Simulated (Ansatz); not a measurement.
Input:

```xyz
6
Lattice="4.3085 0.0000 0.0000 0.0000 4.8083 0.0000 0.0000 0.0000 3.0702" Properties=species:S:1:pos:R:3 pbc="T T T"
Mg     0.0000     0.0000     0.0000
Mg     2.1542     2.4042     1.5351
F      1.2295     1.5324     0.0000
F      3.3838     0.8717     1.5351
F      0.9247     3.9366     1.5351
F      3.0789     3.2759     0.0000
```

No spin polarisation.

Calculations: r2SCAN (Ansatz, a quantum-chemistry and plane-wave program), without spin-orbit coupling. k-mesh 7×7×11 (Γ-centred); smearing 0.05 eV (Fermi–Dirac).

Predict the electron mass, valence-band top at Γ, space group and gap character.

The electron mass is 0.56 mₑ along x, 0.52 mₑ across (at Γ), the valence-band top at Γ (three highest levels, from the VBM) is 0.00, -0.01, -0.35 eV and the space group is Pnnm (No. 58). The gap character is direct at Γ.

Load acts through the strain it causes; cell and atoms are relaxed under it. Effective masses come from finite differences of ±0.01 Å⁻¹. Stability under load was not tested beyond the relaxation. The cell was made from MgF2 in the rutile structure (space group P4_2/mnm, No. 136) by this change: uniaxial stress, 5 GPa compression along x.
